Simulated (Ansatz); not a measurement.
Take SnO2 in the rutile structure (space group P4_2/mnm, No. 136; a = 4.828 Å, c = 3.238 Å) as the base. Axes: x, y, z lie along a, b, c of the conventional cell.

It is then changed as follows: compressive biaxial strain of 2.40 % in the plane normal to [001], as in epitaxy on a mismatched substrate; the out-of-plane cell vector and the atoms relax.

Computed with PBE/PAW in Ansatz (a program for electronic structure), scalar-relativistic without spin-orbit coupling.

Base, band edges from the VBM (valence, conduction): A -0.78, 4.36; M -0.85, 4.28; R -0.74, 5.86; X -0.60, 3.89; Z -1.18, 5.60; Γ 0.00, 0.68 eV.

Question: Give the band edges at the high-symmetry points of the new zone, measured from its valence-band maximum.

Answer: 
| point | valence edge (eV) | conduction edge (eV) |
|---|---|---|
| Γ | 0.00 | 0.88 |
| X | -0.58 | 4.17 |
| M | -0.79 | 4.47 |
| Z | -1.20 | 5.89 |
| R | -0.63 | 6.21 |
| A | -0.74 | 4.69 |

The gap is 0.88 eV, direct at Γ.

Whether these cells are dynamically stable was not tested.
